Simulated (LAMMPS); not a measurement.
LAMMPS 22 Jul 2025, classical MD, EAM (Finnis-Sinclair form) (Al_mm.eam.fs): Al, 1372 atoms.

```yaml
task: MD, nve
potential: EAM (Finnis-Sinclair form), Al_mm.eam.fs
copies_of_the_repeat_unit: 7×7×7
shape (slab and sphere leave vacuum in the box): bulk
steps: 2000
timestep: 2 fs
thermo: 50
newton: on (default)
atom_modify sort (bins of 2 Å where set): 1000 (default)
comm_style: brick (default)
box: 28.4 × 28.4 × 28.4 Å
start: generated fcc lattice, warmed in an untimed run
```

All runs start from one configuration, warmed at this fixed volume for 1000 steps under a thermostat at 600 K. The run at a skin of 2 Å has a mean temperature of 590 K and a mean pressure of 2.9 GPa.

Single runs; times are not shown.

With neigh_modify every 1 delay 0 check yes, skins of 0.1, 0.3, 0.5, 1, 1.5, 2, 3 Å were run. Further schedules:
- skin 2 Å, every 1 delay 10 check yes
- skin 2 Å, every 20 delay 0 check no
- skin 0.3 Å, every 100 delay 0 check no
- skin 1 Å, every 1 delay 10 check yes
- skin 0.3 Å, every 10 delay 0 check yes
- skin 0.3 Å, every 20 delay 0 check no
- skin 2 Å, every 100 delay 0 check no

A schedule rebuilds too seldom if it shows a dangerous build, rebuilds less often than the check at every step does at that skin, or fails.

Question: Which schedules can miss pairs here, and how do rebuilds depend on the skin?

Answer: With the check at every step the rebuilds are 1002 at 0.1 Å, 430 at 0.3 Å, 271 at 0.5 Å, 134 at 1 Å, 82 at 1.5 Å, 38 at 2 Å, 0 at 3 Å. Too seldom: skin 0.3 Å, every 100 delay 0 check no; skin 0.3 Å, every 10 delay 0 check yes; skin 0.3 Å, every 20 delay 0 check no; skin 2 Å, every 100 delay 0 check no.

```
setting                                 rebuilds  dangerous builds  list entries an atom  change of the total energy (meV/atom)
--------------------------------------  --------  ----------------  --------------------  -------------------------------------
skin 0.1 Å, every 1 delay 0 check yes       1002                 —                  37.2                                −0.0023
skin 0.3 Å, every 1 delay 0 check yes        430                 —                  39.2                                −0.0023
skin 0.5 Å, every 1 delay 0 check yes        271                 —                  40.8                                −0.0023
skin 1 Å, every 1 delay 0 check yes          134                 —                  51.0                                −0.0023
skin 1.5 Å, every 1 delay 0 check yes         82                 —                  67.5                                −0.0023
skin 2 Å, every 1 delay 0 check yes           38                 —                  75.5                                −0.0023
skin 3 Å, every 1 delay 0 check yes            0                 —                   106                                −0.0023
skin 2 Å, every 1 delay 10 check yes          38                 0                  75.5                                −0.0023
skin 2 Å, every 20 delay 0 check no          100       not counted                  75.5                                −0.0023
skin 0.3 Å, every 100 delay 0 check no        20       not counted                  39.1                                   +4.1
skin 1 Å, every 1 delay 10 check yes         134                 0                  51.0                                −0.0023
skin 0.3 Å, every 10 delay 0 check yes       200               200                  39.2                            under 0.001
skin 0.3 Å, every 20 delay 0 check no        100       not counted                  39.2                                   +1.5
skin 2 Å, every 100 delay 0 check no          20       not counted                  75.5                                −0.0023
```

Where the energy changes as in the checked runs, the late rebuilds cost nothing that shows in this run. List entries are as LAMMPS prints them (Ave neighs/atom).
